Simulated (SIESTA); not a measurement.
Input and output of a self-consistent single point for Sr2MgGaSbO6 (P-1, 11 atoms in the cell) (SIESTA)

Level of theory: LDA PW92, numerical atomic orbitals DZP, PseudoDojo LDA standard norm-conserving potentials (rewritten from UPF to PSML) run with SIESTA.

Input:

```
# files in the folder: Sr.psml Mg.psml Ga.psml Sb.psml O.psml (PseudoDojo LDA standard)
SystemName  Sr2MgGaSbO6
SystemLabel sr2mggasbo6

NumberOfAtoms                11
NumberOfSpecies              5
%block ChemicalSpeciesLabel
  1 38 Sr
  2 12 Mg
  3 31 Ga
  4 51 Sb
  5 8 O
%endblock ChemicalSpeciesLabel
LatticeConstant              1.0 Ang
%block LatticeVectors
     5.506060000    0.000000000    0.000000000
    -1.169803000    5.958077000    0.000000000
    -1.964578000   -2.213248000    5.354625000
%endblock LatticeVectors
AtomicCoordinatesFormat      Fractional
%block AtomicCoordinatesAndAtomicSpecies
     0.180820000    0.762810000    0.436040000  1
     0.819180000    0.237190000    0.563960000  1
     0.500000000    0.000000000    0.000000000  2
     0.000000000    0.000000000    0.000000000  3
     0.500000000    0.500000000    0.000000000  4
     0.328020000    0.073580000    0.261240000  5
     0.671980000    0.926420000    0.738760000  5
     0.211460000    0.129700000    0.811120000  5
     0.788540000    0.870300000    0.188880000  5
     0.801660000    0.357830000    0.177510000  5
     0.198340000    0.642170000    0.822490000  5
%endblock AtomicCoordinatesAndAtomicSpecies

XC.functional                LDA
XC.authors                   PW92
PAO.BasisSize                DZP
PAO.EnergyShift              0.005 Ry
MeshCutoff                   400 Ry
%block kgrid.MonkhorstPack
    4   0   0  0.0
    0   3   0  0.0
    0   0   3  0.0
%endblock kgrid.MonkhorstPack
OccupationFunction           MP
OccupationMPOrder            1
ElectronicTemperature        1160.45 K

MaxSCFIterations             150
SCF.Mixer.Method             Pulay
SCF.Mixer.Weight             0.2
SCF.Mixer.History            8
SCF.DM.Tolerance             1.0E-04
Diag.ParallelOverK           true
WriteForces                  true
```

Output, abridged:

```
reinit: Reading from file input.fdf

reinit: System Name: Sr2MgGaSbO6
reinit: System Label: sr2mggasbo6

coor:   Atomic-coordinates input format  =     Fractional

siesta: Atomic coordinates (Bohr) and species
siesta:     -1.42366   6.76487   4.41219  1        1
siesta:      5.90548   0.31183   5.70658  1        2
siesta:      5.20247   0.00000   0.00000  2        3
siesta:      0.00000   0.00000   0.00000  3        4
siesta:      4.09717   5.62957   0.00000  4        5
siesta:      2.28052  -0.26417   2.64343  5        6
siesta:      2.20131   7.34087   7.47535  5        7
siesta:     -1.09778  -1.93215   8.20754  5        8
siesta:      5.57960   9.00885   1.91123  5        9
siesta:      6.89120   3.28643   1.79618  5       10
siesta:     -2.40937   3.79027   8.32259  5       11

siesta: System type = bulk

initatomlists: Number of atoms, orbitals, and projectors:     11   141   158

siesta: ******************** Simulation parameters ****************************
redata: Spin configuration                          = none
redata: Time-Reversal Symmetry                      = T
redata: Number of Atomic Species                    =        5
redata: Mesh Cutoff                                 =   400.0000 Ry
redata: Net charge of the system                    =     0.0000 |e|
redata: Min. number of SCF Iter                     =        0
redata: Max. number of SCF Iter                     =      150
redata: SCF convergence failure will abort job
redata: SCF mix quantity                            = Hamiltonian
redata: Mix DM or H after convergence               =   F
redata: Recompute H after scf cycle                 =   F
redata: Mix DM in first SCF step                    =   T
redata: No kicks to SCF
redata: DM Mixing Weight for Kicks                  =     0.5000
redata: Require Harris convergence for SCF          =   F
redata: Harris energy tolerance for SCF             =     0.000100 eV
   [... lines left out ...]
diag: Used triangular part                          = Lower
diag: Absolute tolerance                            =  0.100E-15
diag: Orthogonalization factor                      =  0.100E-05
diag: Memory factor                                 =  1.0000

superc: Internal auxiliary supercell:     5 x     5 x     5  =     125
superc: Number of atoms, orbitals, and projectors:   1375  17625  19750

                        Single-point calculation

superc: Internal auxiliary supercell:     5 x     5 x     5  =     125
superc: Number of atoms, orbitals, and projectors:   1375  17625  19750

outcell: Unit cell vectors (Ang):
        5.506060    0.000000    0.000000
       -1.169803    5.958077    0.000000
       -1.964578   -2.213248    5.354625

outcell: Cell vector modules (Ang)   :    5.506060    6.071830    6.118010
outcell: Cell angles (23,13,12) (deg):    107.0446    108.7303    101.1081
outcell: Cell volume (Ang**3)        :    175.6613
new_DM -- step:     1
Initializing Density Matrix...

Attempting to read DM from file... Failed...
DM filled with atomic data:

InitMesh: MESH = 60 x 72 x 72 = 311040
InitMesh: Mesh cutoff (required, used) =   400.000   406.722 Ry

stepf: Methfessel-Paxton step function
       Using Hermite-Gauss polynomials of order  1
        iscf     Eharris(eV)        E_KS(eV)     FreeEng(eV)     dDmax    Ef(eV) dHmax(eV)
   scf:    1   -10642.161625   -10702.722438   -10702.722438  1.674186 -6.011405 12.270410
   scf:    2   -10730.789092   -10719.314151   -10719.312020  0.261093 -5.604498  5.021627
   scf:    3   -10722.577086   -10722.377176   -10722.373237  0.192707 -5.917953  1.550115
   scf:    4   -10722.422507   -10722.466749   -10722.463336  0.046567 -6.048597  1.047647
   scf:    5   -10722.484795   -10722.496632   -10722.492532  0.029654 -5.995281  0.749982
   scf:    6   -10722.532101   -10722.517009   -10722.512793  0.038166 -6.023323  0.145446
   scf:    7   -10722.518536   -10722.518341   -10722.514117  0.007446 -6.023399  0.045910
   scf:    8   -10722.518373   -10722.518424   -10722.514206  0.002034 -6.016609  0.015654
   scf:    9   -10722.518433   -10722.518449   -10722.514231  0.000970 -6.016096  0.011504
   scf:   10   -10722.518457   -10722.518457   -10722.514239  0.000310 -6.015430  0.001084
   scf:   11   -10722.518457   -10722.518457   -10722.514239  0.000070 -6.015402  0.000278
SCF Convergence by DM+H criterion
max |DM_out - DM_in|         :     0.0000701540
max |H_out - H_in|      (eV) :     0.0002781324
SCF cycle converged after 11 iterations

Using DM_out to compute the final energy and forces

siesta: E_KS(eV) =           -10722.5185

siesta: E_KS - E_eggbox =    -10722.5185

siesta: Atomic forces (eV/Ang):
     1   -0.040806   -0.039036   -0.129560
     2    0.040806    0.039036    0.129560
     3   -0.000000   -0.000000   -0.000000
     4    0.000000    0.000000   -0.000000
     5   -0.000000    0.000000    0.000000
     6    0.074631   -0.029801   -0.297056
     7   -0.074631    0.029801    0.297056
     8    0.001564   -0.260680    0.074221
     9   -0.001564    0.260680   -0.074221
    10    0.005055   -0.285194    0.025037
    11   -0.005055    0.285194   -0.025037
   Tot    0.000000    0.000000    0.000000
   Max    0.297056
   Res    0.127951    sqrt( Sum f_i^2 / 3N )
   Max    0.297056    constrained

Stress tensor Voigt[x,y,z,yz,xz,xy] (kbar):       39.27       39.37       31.10       -5.39       -1.98       -0.60
(Free)E + p*V (eV/cell)   -10726.5252
Target enthalpy (eV/cell)   -10722.5142

siesta: Program's energy decomposition (eV):
siesta: Ebs     =     -2080.340531
siesta: Eions   =     14607.054539
siesta: Ena     =      2185.692060
siesta: Ekin    =      6380.705404
siesta: Enl     =     -2205.744230
siesta: Eso     =         0.000000
siesta: Edftu   =         0.000000
siesta: DEna    =        23.966186
siesta: DUscf   =         5.528933
siesta: DUext   =         0.000000
siesta: Ex      =     -2282.356432
siesta: Ec      =      -223.255839
siesta: Exc     =     -2505.612271
siesta: Eharris =    -10722.518457
siesta: Etot    =    -10722.518457
siesta: FreeEng =    -10722.514239

siesta: Atomic forces (eV/Ang):
siesta:      1   -0.040806   -0.039036   -0.129560
siesta:      2    0.040806    0.039036    0.129560
siesta:      3   -0.000000   -0.000000   -0.000000
siesta:      4    0.000000    0.000000   -0.000000
siesta:      5   -0.000000    0.000000    0.000000
siesta:      6    0.074631   -0.029801   -0.297056
siesta:      7   -0.074631    0.029801    0.297056
siesta:      8    0.001564   -0.260680    0.074221
siesta:      9   -0.001564    0.260680   -0.074221
siesta:     10    0.005055   -0.285194    0.025037
siesta:     11   -0.005055    0.285194   -0.025037
siesta: ----------------------------------------
siesta:    Tot    0.000000    0.000000    0.000000

siesta: Stress tensor (static) (eV/Ang**3):
siesta:     0.024513   -0.000377   -0.001238
siesta:    -0.000377    0.024573   -0.003361
siesta:    -0.001238   -0.003361    0.019414

siesta: Cell volume =        175.661308 Ang**3

siesta: Pressure (static):
siesta:                Solid            Molecule  Units
siesta:          -0.00024869         -0.00030577  Ry/Bohr**3
siesta:          -0.02283346         -0.02807423  eV/Ang**3
siesta:         -36.58323751        -44.97988085  kBar
```

The run converged in 11 iterations.

The starting cell comes from a database of computed structures (which also holds hypothetical and non-ambient phases and stackings), without a prior relaxation at this level. Values carry the incompleteness of an atom-centred basis. With a pressure of about -4 GPa the cell is away from its equilibrium volume at this level.

Cost on one core of a shared machine: roughly 2 min.
